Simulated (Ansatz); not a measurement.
# Response to strain in PbTe

Take PbTe in the rock salt structure (space group Fm-3m, No. 225; a = 6.442 Å) as the base. Axes: x, y, z lie along the cube axes.

Strains are applied to the cell and any free atomic positions relax; under biaxial strain the out-of-plane vector relaxes too.

Levels (all Ansatz, a program for electronic structure, PAW, earlier PAW set): PBEsol (420 eV, no SOC); r2SCAN (500 eV, without spin-orbit coupling); HSE06 (420 eV, scalar-relativistic without spin-orbit coupling); HSE06+SOC (420 eV, with spin-orbit coupling).

Band gaps by level, all at the geometries relaxed with PBEsol:

| case | PBEsol | r2SCAN | HSE06 | HSE06+SOC |
|---|---|---|---|---|
| base | 0.65 eV | 1.00 eV | 1.10 eV | 0.14 eV |
| biaxial strain +0.80 %, plane normal [001], relaxed out of plane | 0.68 eV | 1.03 eV | 1.13 eV | 0.18 eV |
| strain tensor (xx, yy, zz, yz, xz, xy) = (+0.16, −0.77, −1.16, +0.53, −0.24, −0.66) % | 0.48 eV | 0.82 eV | 0.91 eV | zero |

Single points use the geometry relaxed with PBEsol. HSE06 was sampled on its mesh, a few special points and the semilocal edge points, so its gap is an upper bound. The spin-orbit shifts are approximate. Spin-orbit coupling, missing from the scalar runs, can matter with Pb and Te. Whether these cells are dynamically stable was not tested.
